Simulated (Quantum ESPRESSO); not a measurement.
A self-consistent single point of PbO (Pbcm, 8 atoms in the cell) with Quantum ESPRESSO.

Method of the run: PBEsol, GBRV 1.5 ultrasoft (PBESOL) pseudopotentials (plane waves; Quantum ESPRESSO 7.5).

```xyz
8
Lattice="5.8931 0.0000 0.0000 0.0000 5.4904 0.0000 0.0000 0.0000 4.7528" Properties=species:S:1:pos:R:3 pbc="T T T"
Pb     1.3536     5.4267     1.1882
Pb     4.5395     0.0637     3.5646
Pb     1.3536     2.8089     3.5646
Pb     4.5395     2.6815     1.1882
O      5.0993     0.5035     1.1882
O      0.7938     4.9869     3.5646
O      5.0993     2.2417     3.5646
O      0.7938     3.2487     1.1882
```

Reference input (self-consistent single point, DFT, PBEsol, plane waves, GBRV 1.5 ultrasoft (PBESOL) pseudopotentials): ecutwfc = 40 Ry; ecutrho = 200 Ry; occupations = smearing; smearing = cold; degauss = 0.0073499 Ry; potentials = {Pb: pb_pbesol_v1.uspp.F.UPF, O: o_pbesol_v1.2.uspp.F.UPF}; K_POINTS = automatic 4 4 5 0 0 0; conv_thr = 1e-10 Ry; mixing_beta = 0.7. This run's input differs from it in these lines:

```diff
@@ -22,3 +22,3 @@
 &ELECTRONS
-  conv_thr = 1.0d-10
+  conv_thr = 1.0d-5
   mixing_beta = 0.7
```

Log, with long lists cut:

```
     Self-consistent Calculation

     iteration #  1     ecut=    40.00 Ry     beta= 0.70

---- Real-time Memory Report at c_bands before calling an iterative solver
           204 MiB given to the printing process from OS
           136 MiB allocation reported by mallinfo(arena+hblkhd)
------------------

     negative rho (up, down):  6.355E-02 0.000E+00

     total energy              =    -783.07169765 Ry
     estimated scf accuracy    <       2.57994209 Ry

     iteration #  2     ecut=    40.00 Ry     beta= 0.70

---- Real-time Memory Report at c_bands before calling an iterative solver
   [... lines left out ...]
           324 MiB given to the printing process from OS
           165 MiB allocation reported by mallinfo(arena+hblkhd)
------------------

     negative rho (up, down):  6.798E-02 0.000E+00

     total energy              =    -784.53106451 Ry
     estimated scf accuracy    <       0.00001610 Ry

     iteration # 12     ecut=    40.00 Ry     beta= 0.70

---- Real-time Memory Report at c_bands before calling an iterative solver
           324 MiB given to the printing process from OS
           165 MiB allocation reported by mallinfo(arena+hblkhd)
------------------

     negative rho (up, down):  6.799E-02 0.000E+00
     End of self-consistent calculation

     the Fermi energy is     9.8943 ev

!    total energy              =    -784.53106702 Ry
     estimated scf accuracy    <       0.00000042 Ry
     smearing contrib. (-TS)   =      -0.00000000 Ry
     internal energy E=F+TS    =    -784.53106702 Ry

     convergence has been achieved in  12 iterations

     negative rho (up, down):  6.799E-02 0.000E+00

     Forces acting on atoms (cartesian axes, Ry/au):

     atom    1 type  1   force =     0.00397956    0.00176912   -0.00000000
     atom    2 type  1   force =    -0.00397956   -0.00176912    0.00000000
     atom    3 type  1   force =     0.00397956   -0.00176912    0.00000000
     atom    4 type  1   force =    -0.00397956    0.00176912    0.00000000
     atom    5 type  2   force =    -0.00358150   -0.00180937   -0.00000000
   [... lines left out ...]
     Total force =     0.011844     Total SCF correction =     0.004843
   [... lines left out ...]

     negative rho (up, down):  6.799E-02 0.000E+00
          total   stress  (Ry/bohr**3)                   (kbar)     P=        2.04
   0.00005290   0.00000000   0.00000000            7.78        0.00        0.00
   0.00000000   0.00004145   0.00000000            0.00        6.10        0.00
   0.00000000   0.00000000  -0.00005280            0.00        0.00       -7.77

   JOB DONE.
```

The run converged in 12 iterations. Against the reference run the free energy stays essentially unchanged (within 1 meV/atom), the pressure hardly changes (0.22 to 0.20 GPa), the largest force goes from 0.103 to 0.112 eV/Å and the gap on the mesh stays at 2.112 eV. The full log also holds: “SCF correction compared to forces is large: reduce conv_thr to get better values”.

The starting cell comes from a database of published, mostly measured structures (it also holds non-ambient and calculated ones), without a prior relaxation at this level. Spin-orbit coupling is off.

Cost on one core of a shared machine: roughly 3 min.
